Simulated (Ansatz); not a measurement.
Given:

```yaml
crystal:
  lattice:
    - [3.97807, 0.00000, 0.00000]
    - [0.00000, 3.97807, 0.00000]
    - [0.00000, 0.00000, 3.97807]
  atoms:
    - { symbol: Tl, position: [0.00000, 0.00000, 0.00000] }
    - { symbol: Cl, position: [0.50000, 0.50000, 0.50000] }
```

No spin polarisation.

Method: PBE, PAW, 420 eV (Ansatz, a quantum-chemistry and plane-wave program; spin-orbit coupling left out). Γ-centred 9×9×9 mesh, Fermi–Dirac width 0.05 eV.

Problem. Predict the electron mass, gap character and band gap.

Solution. The electron mass is 0.20 mₑ along k, 0.33 mₑ across (at X) and the gap character is direct at X. The band gap is 2.32 eV.

With Tl present, leaving out spin-orbit coupling can change the band edges. The cells carry an imposed strain or load. Effective masses come from finite differences of ±0.01 Å⁻¹. Along k means along the line from Γ to the band edge. Stability against distortions was not tested. The cell was made from TlCl in the CsCl type structure (space group Pm-3m, No. 221) by this change: isotropic strain +2.00 %.
